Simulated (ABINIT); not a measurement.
Input and output of a self-consistent single point for MoSi2 (P1, 3 atoms in the cell) (ABINIT).

Method of the run: PBE, PAW (JTH v2.0 PBE PAW) (plane waves; ABINIT 10.0.3).

The change in words: lattice scaled by 0.98. Reference geometry:
```xyz
3
Lattice="-1.6050 1.6050 3.9250 1.6050 -1.6050 3.9250 1.6050 1.6050 -3.9250" Properties=species:S:1:pos:R:3 pbc="T T T"
Si     0.0045    -0.0325     5.1948
Si    -0.0812     0.0058     2.6720
Mo     0.0767     0.0267    -0.0168
```

Reference input (self-consistent single point, DFT, PBE, plane waves, PAW (JTH v2.0 PBE PAW)): pseudos = [Si.GGA_PBE-JTH.xml, Mo.GGA_PBE-JTH.xml]; ecut = 20 Ha; pawecutdg = 40 Ha; pawxcdev = 0; ixc = 11; occopt = 7; tsmear = 0.1 eV; ngkpt = 7 7 9; nshiftk = 1; shiftk = 0 0 0; potentials = JTH v2.0 PBE PAW; nband = 16. This run's input differs from it in these lines:

```diff
@@ -3,3 +3,3 @@
 pseudos "Si.GGA_PBE-JTH.xml, Mo.GGA_PBE-JTH.xml"
-acell 4.5340572339 4.5340572339 4.5340572339 Angstrom
+acell 4.4433760892 4.4433760892 4.4433760892 Angstrom
 rprim
```

Log, with long lists cut:

```
--- !BeginCycle
solver: {iscf: 17, nstep: 100, nline: 4, wfoptalg: 10, }
tolerances: {toldfe: 1.00E-09, }
...

     iter   Etot(hartree)      deltaE(h)  residm     nres2
 ETOT  1  -76.463344775272    -7.646E+01 2.088E+00 1.496E+01
 ETOT  2  -76.861734693438    -3.984E-01 8.913E-02 1.930E+00
 ETOT  3  -76.860470661003     1.264E-03 5.376E-02 4.170E-01
 ETOT  4  -76.860607656080    -1.370E-04 7.458E-03 9.172E-02
 ETOT  5  -76.860901038345    -2.934E-04 4.693E-03 5.709E-03
   [... 18 lines left out ...]
 ETOT 24  -76.861232012866    -2.037E-09 1.908E-05 5.505E-09
 ETOT 25  -76.861232014114    -1.248E-09 2.041E-05 7.411E-10
 ETOT 26  -76.861232014887    -7.725E-10 1.884E-05 2.748E-09
 ETOT 27  -76.861232015369    -4.820E-10 2.013E-05 2.872E-09
 At SCF step   27, etot is converged :
  for the second time, diff in etot=  4.820E-10 < toldfe=  1.000E-09

 Cartesian components of stress tensor (hartree/bohr^3)
  sigma(1 1)= -5.97282845E-04  sigma(3 2)= -1.15310494E-05
  sigma(2 2)= -6.46224166E-04  sigma(3 1)=  5.35860889E-05
  sigma(3 3)= -7.04307277E-04  sigma(2 1)= -2.08536977E-05

 ----iterations are completed or convergence reached----

 reduced coordinates (array xred) for    3 atoms
       0.651623000000      0.663154000000      0.991259000000
       0.342193000000      0.315101000000      0.976530000000
       0.006184000000      0.021744000000      0.032211000000
 cartesian forces (eV/Angstrom) at end:
    1      0.17617992607958     0.48535813717834     0.73847307987991
    2      1.35871114849550     0.03893318558869    -1.29044313970915
   [... lines left out ...]
 Fermi (or HOMO) energy (hartree) =   0.47685   Average Vxc (hartree)=  -0.45843
 Fermi (or HOMO) energy (eV) =  12.97583   Average Vxc (eV)= -12.47460
   [... lines left out ...]
'-kT*entropy'       : -1.91021458856844E-05
total_energy        : -7.68612347352900E+01
total_energy_eV     : -2.09150056233554E+03
...

-Cartesian components of stress tensor (GPa)         [Pressure=  1.9102E+01 GPa]
- sigma(1 1)= -1.75726650E+01  sigma(3 2)= -3.39255128E-01
- sigma(2 2)= -1.90125682E+01  sigma(3 1)=  1.57655690E+00
- sigma(3 3)= -2.07214320E+01  sigma(2 1)= -6.13536865E-01

 Calculation completed.
```

The run converged in 27 iterations. Against the reference run the free energy goes up by 55.1 meV/atom, the pressure goes from 3.93 to 19.10 GPa and the largest force goes from 1.465 to 1.874 eV/Å.

The starting cell has typed, rounded lattice constants, without a prior relaxation at this level. Its atoms were displaced at random from the sites of space group no. 139. For this run, on top of that: lattice scaled by 0.98. Spin polarisation is off. With a pressure of about 19 GPa the cell is away from its equilibrium volume at this level. Forces in this geometry exceed 1 eV/Å.

Cost on one core of a shared machine: roughly 9 min.
